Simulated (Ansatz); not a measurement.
The parent structure is Au in the fcc (Cu type) structure (space group Fm-3m, No. 225; a = 4.0834 Å).

The other end (x = 1) is Cu in the fcc (Cu type) structure (space group Fm-3m, No. 225): 11.32 Å³/atom, gap zero.

Computed with PBEsol in Ansatz (plane waves to 420 eV, PAW, scalar-relativistic without spin-orbit coupling).

Cu replaces a fraction x of Au; each row is one arrangement (x, atoms in the cell, starting space group or random), fully relaxed.

One change was made to it. Results:

| quantity | base | after |
|---|---|---|
| mixing energy (to 0.01 eV only: unlike meshes or grids) | – | -0.04 eV/atom |
| shortest interatomic distance | 2.887 Å | 2.626 Å |
| deviation of the volume from the linear (Vegard-type) interpolation | – | +0.5 % |

### Question
Which of these changes matches the shifts?
A. x(Cu) = 0.333, 3 atoms, I4/mmm
B. x(Cu) = 0.25, 4 atoms, C2/m
C. x(Cu) = 0.5, 4 atoms, I4_1/amd
D. x(Cu) = 0.75, 4 atoms, Pm-3m

### Answer
D, x(Cu) = 0.75, 4 atoms, Pm-3m. For comparison, the shortest interatomic distance in the other runs: x(Cu) = 0.333, 3 atoms, I4/mmm gives 2.666 Å; x(Cu) = 0.25, 4 atoms, C2/m gives 2.674 Å; x(Cu) = 0.5, 4 atoms, I4_1/amd gives 2.675 Å.

Each cell is one ordered arrangement of few atoms, which overstates ordering effects compared with a random alloy. Whether these cells are dynamically stable was not tested. The final runs are not spin-polarised.

Ansatz is a first-principles code.
